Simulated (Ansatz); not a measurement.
BaZrO3, pressure series

The reference is BaZrO₃ (space group I4/mcm, No. 140; a cell from a computed database, its experimental status unchecked).

```
BaZrO3
1.0
   -2.94866     2.94866     4.19015
    2.94866    -2.94866     4.19015
    2.94866     2.94866    -4.19015
Ba Zr O
2 2 6
Direct
  0.75000   0.25000   0.50000
  0.25000   0.75000   0.50000
  0.00000   0.00000   0.00000
  0.50000   0.50000   0.00000
  0.75000   0.75000   0.00000
  0.25000   0.25000   0.00000
  0.22611   0.72611   0.95223
  0.77389   0.27389   0.04777
  0.72611   0.77389   0.50000
  0.27389   0.22611   0.50000
```

Cell and atoms are relaxed at each pressure.

Method: PBEsol/PAW in Ansatz (an electronic-structure program), no spin-orbit coupling.

Computed cases, in order: pressure −2 GPa; pressure −1 GPa; 0 GPa (base); pressure 0.3 GPa; pressure 0.7 GPa; pressure 1.5 GPa.

### Question
Between which two neighbouring cases does the gap turn between direct and indirect?

### Answer
Between pressure −2 GPa (3.22 eV, direct at Γ) and pressure −1 GPa (3.25 eV, indirect, M → Γ). The whole series: pressure −2 GPa: 3.22 eV, direct at Γ; pressure −1 GPa: 3.25 eV, indirect, M → Γ; 0 GPa (base): 3.26 eV, indirect, M → Γ; pressure 0.3 GPa: 3.27 eV, indirect, M → Γ; pressure 0.7 GPa: 3.28 eV, indirect, M → Γ; pressure 1.5 GPa: 3.29 eV, indirect, M → Γ.

Load acts through the strain it causes; cell and atoms are relaxed under it. Whether these cells are dynamically stable was not tested.
